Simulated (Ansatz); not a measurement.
**How far PBE and r2SCAN part for BaTiO3**

Base system: BaTiO$_{3}$ in the cubic perovskite structure (space group Pm-3m, No. 221; a = 4.019 Å).

(Cell as relaxed with PBE.)

Levels (all Ansatz, a program for electronic structure, PAW, earlier PAW set): PBE (420 eV, no spin-orbit coupling); r2SCAN (500 eV, spin-orbit coupling left out).

Each level relaxes its own structure.

```json
[
 {"quantity": "volume per atom", "PBE": "12.99 Å³", "r2SCAN": "(withheld)"},
 {"quantity": "lattice parameter a", "PBE": "4.019 Å", "r2SCAN": "(withheld)"},
 {"quantity": "band gap", "PBE": "1.79 eV", "r2SCAN": "(withheld)"},
 {"quantity": "gap character", "PBE": "indirect, R → Γ", "r2SCAN": "(withheld)"}
]
```

Problem. Given the PBE results, estimate those of r2SCAN.

Solution. 
- volume per atom, r2SCAN: 12.75 Å³
- lattice parameter a, r2SCAN: 3.994 Å
- band gap, r2SCAN: 2.18 eV
- gap character, r2SCAN: indirect, R → Γ

PBE's volume per atom lies 0.24 Å³ above r2SCAN's (1.9 %); PBE's lattice parameter a lies 0.025 Å above r2SCAN's (0.6 %); PBE's band gap lies 0.39 eV below r2SCAN's; the two agree on the gap character. Neither level is exact; r2SCAN is the comparison here, not a measurement.

No phonon test of stability was made. The final runs are not spin-polarised. Many cubic perovskites are stable only at high temperature; tilts and polar distortions were not tested. This is not the structure that BaTiO3 has at room temperature and ambient pressure.
